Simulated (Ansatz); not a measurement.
Cell and atoms of amorphous Zr₂₀O₄₁Cu₂:

```xyz
63
Lattice="9.2584 -0.0489 0.1090 -0.0489 9.2820 -0.1312 0.1090 -0.1312 9.3983" Properties=species:S:1:pos:R:3 pbc="T T T"
Zr     1.2877     4.3398     3.5876
Zr     0.3555    -0.0209     8.4993
Zr     2.2549     7.6681     1.7164
Zr     2.8264     1.9094     0.8071
Zr     1.8968     2.3042     6.7950
Zr     4.4385     2.3303     3.7777
Zr     6.8321     4.7336     5.0029
Zr     5.8614     8.2062     3.5127
Zr     5.2596     2.9653     7.2876
Zr     3.4345     8.1056     7.7307
Zr     0.9560     1.1362     3.2063
Zr     6.3039    -0.1207     9.3557
Zr     8.2248     5.7854     1.7513
Zr     4.6571     5.2344     2.1323
Zr     7.3544     0.9070     5.8528
Zr     9.0923     7.2358     4.6998
Zr     0.8157     6.0657     7.3839
Zr     6.7877     6.0019     8.1986
Zr     8.6530     3.0954     8.9771
Zr     3.7047     6.0436     5.3440
O      1.6219     7.5519     8.8456
O      3.4772     2.8451     8.3350
O      7.2603     8.2314     5.2557
O      0.4003     7.8703     6.5228
O      1.2501     0.2384     1.2870
O      7.8486     7.8952     8.7322
O      3.3305     4.5887     3.7180
O      6.7603     2.9047     5.8021
O      5.9393     1.0570     7.5138
O      6.7546     3.8364     8.4167
O      7.9609     1.1674     9.4167
O      6.2782     5.8950     1.0217
O      9.0440     1.2596     6.9557
O      1.4854     5.8700     5.1339
O      8.2343     3.7570     1.5007
O      3.9157     0.2480     0.0977
O      8.7921     5.4642     9.1148
O      1.3093     2.6290     4.7475
O      5.3753     7.4658     8.2368
O      1.0087     6.1397     2.1675
O      5.3444     5.0880     6.5306
O      6.0107     3.6607     3.3734
O      3.3732     6.0955     0.7975
O      8.5649     5.0925     3.9114
O      3.8988     7.3666     2.8900
O      7.7881     7.3725     2.9661
O      1.1829     8.4492     3.6308
O      8.0113     5.7720     6.4900
O      0.7736     3.9485     7.3543
O      1.1690     1.9798     8.9405
O      2.2886     0.3909     7.3122
O      2.9253     6.0376     7.2753
O      8.3132     1.1432     4.0013
O      5.5793     0.7952     4.4553
O      4.0225     7.8952     5.7576
O      4.2234     3.1876     1.6388
O      5.5674     6.0810     4.0705
O      1.4660     2.9545     2.1261
O      6.0064     9.0925     1.7578
O      3.1472     1.0961     2.8657
O      3.7969     2.7102     5.7480
Cu     7.7787     2.4680     2.7959
Cu     3.3033     4.6229     8.9351
```

Computed with PBE, scalar-relativistic without spin-orbit coupling (plane waves to 420 eV, PAW; Ansatz, a quantum-chemistry and plane-wave program).

Preparation: random packing, a CHGNet melt and quench, and a DFT relaxation. O atoms were pushed apart under 1.9 Å during the dynamics, to hinder bonds among them. The hot cell started wider than the set density and was brought back towards it in steps. It is the lowest in DFT energy of 2 quenches. It is a model cell: composition and starting density were chosen by hand, and all elements were melted together. No dispersion term was used. Its density started from a set value of 5.36 and ended at 5.36 g/cm³. Cooling (nominally 300 K/ps over its main leg) ran many orders faster than in experiment, which tends to leave more defects and strain. A cell of this size samples the disorder only roughly. The volume was held where the preparation left it and the shape relaxed, at a PBE pressure of -0.9 GPa (tension). Stress components on the final sampling reach 1.0 GPa.

Neighbours within Zr-Zr 3.41 Å, Zr-O 2.62 Å, Zr-Cu 3.16 Å, O-O 1.58 Å, O-Cu 2.38 Å, Cu-Cu 2.90 Å count as bonded. Two cations that share two anions don't count as bonded, nor two that share one unless they lie closer than Zr-Zr 3.32 Å, Zr-Cu 3.07 Å, Cu-Cu 2.82 Å.

Q: Give the coordination numbers, mean bond lengths and angles.

A: 
The mean coordination of Zr by anions is 6.40 (13 with 6, 6 with 7, 1 with 8); 3 close contacts or bonds to cations besides and the mean coordination of O is 3.27 (2 with 2, 26 with 3, 13 with 4). The mean coordination of Cu by anions comes out as 3.00 (2 with 3); 3 close contacts or bonds to cations besides and the mean Zr-O bond is 2.167 Å (spread 0.117 Å, 128 counted). The mean O-Cu bond is 1.985 Å (spread 0.161 Å, 6 counted) and the mean Zr-Cu close contact is 2.971 Å (spread 0.088 Å, 3 counted). The bond angle at Zr is mean 101.9°, spread 29.8°. The bond angle at O is mean 113.3°, spread 17.1° and the bond angle at Cu is mean 104.6°, spread 35.7°.

Q: List the pairs of like atoms that count as bonded by the rules above.

A: There are none by these rules.
